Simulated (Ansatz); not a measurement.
Given:

End structure of a constructed model of the (100) surface of fcc Ag, a pseudomorphic layer of W in the host's stacking (bottom of the slab: a bare face, its two planes held):

```yaml
crystal:
  lattice:
    - [2.93338, 0.00000, 0.00000]
    - [0.00000, 2.93338, 0.00000]
    - [0.00000, 0.00000, 29.00000]
  atoms:
    - { symbol: Ag, position: [0.50000, 0.50000, 0.27940] }
    - { symbol: Ag, position: [0.00000, 0.00000, 0.35093] }
    - { symbol: Ag, position: [0.50000, 0.50000, 0.42290] }
    - { symbol: Ag, position: [0.00000, 0.00000, 0.49488] }
    - { symbol: Ag, position: [0.50000, 0.50000, 0.56660] }
    - { symbol: Ag, position: [0.00000, 0.00000, 0.63864] }
    - { symbol: W, position: [0.50000, 0.50000, 0.70720] }
```

Slab: 7 atoms, 12.8 Å thick at the start; k 13x13x1, smearing 0.1 eV, dipole-corrected; single point; on the structure that PBE left under its start's symmetry; no spin, no spin-orbit, no U. It is one candidate, not shown to be the stable structure of the face.

Q: What work function of the top face does r2SCAN, at the PBE geometry (Ansatz, a program for electronic structure) give?

A: 5.28 eV
